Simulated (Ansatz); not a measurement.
CuI (model structure, started from the HgO type, P6₄22, No. 181, 6 atoms in the cell), treated with r²SCAN (PAW; Ansatz, a first-principles code).

Settings: plane-wave cutoff 560 eV, 12×12×4 k mesh (along the axes of the cell as run), Fermi–Dirac smearing 0.01 eV, no spin polarisation, scalar-relativistic PAW data made under PBE.

Cell (relaxed at this level):

```
CuI
1.0
    4.21872     0.00000     0.00000
   -2.10936     3.65352     0.00000
    0.00000     0.00000     9.76229
Cu I
3 3
Cartesian
  1.05455   1.82653   4.88114
  2.10962   0.00000   8.13524
 -1.05481   1.82699   1.62705
  1.05465   1.82671   0.00000
  2.10941   0.00000   3.25410
 -1.05471   1.82681   6.50819
```

Task: What does this level give for the band gap and bulk modulus?

Result: 
- band gap = 1.13 eV (on the SCF k mesh)
- bulk modulus = 46.4 GPa

Note: the bulk modulus is −V dP/dV from two relaxed cells at ±2 % in volume; the relaxation could raise the start's symmetry but not lower it, so the cell can be a saddle point.

Spin–orbit coupling is not included; with these elements it can move the gap by several tenths of an eV or more.

Computed values are for the static lattice.

It cost about 17 core-minutes (a rough figure) of CPU time.

A model structure was made by putting elements into a prototype or built by hand; it is no filed structure, need not be a known phase, and can be a saddle point held by its symmetry.
